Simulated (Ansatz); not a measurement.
Take KI in the rock salt structure (space group Fm-3m, No. 225) as the base.

```xyz
2
Lattice="0.0000 3.5464 3.5464 3.5464 0.0000 3.5464 3.5464 3.5464 0.0000" Properties=species:S:1:pos:R:3 pbc="T T T"
K      0.0000     0.0000     0.0000
I      3.5464     3.5464     3.5464
```

Computed with r2SCAN, PAW, 500 eV (Ansatz, a quantum-chemistry and plane-wave program; no SOC), earlier PAW set.

One change was made to it. Results:

```csv
quantity,base,after
band gap,4.58 eV,zero
lattice parameter a,7.093 Å,7.057 Å
```

Question: What was done to the base?
(A) I → Te
(B) I → Cl
(C) K → Ca

Answer: A, I → Te. For comparison, the lattice parameter a in the other runs: K → Ca gives 6.345 Å; I → Cl gives 6.293 Å.

Spin-orbit coupling, missing from the scalar runs, can matter with I. Stability against distortions was not tested. As relaxed here, KTe and CaI are hypothetical phases, not in the database extracts checked. The final runs are not spin-polarised. An odd electron count without spin: KTe and CaI.
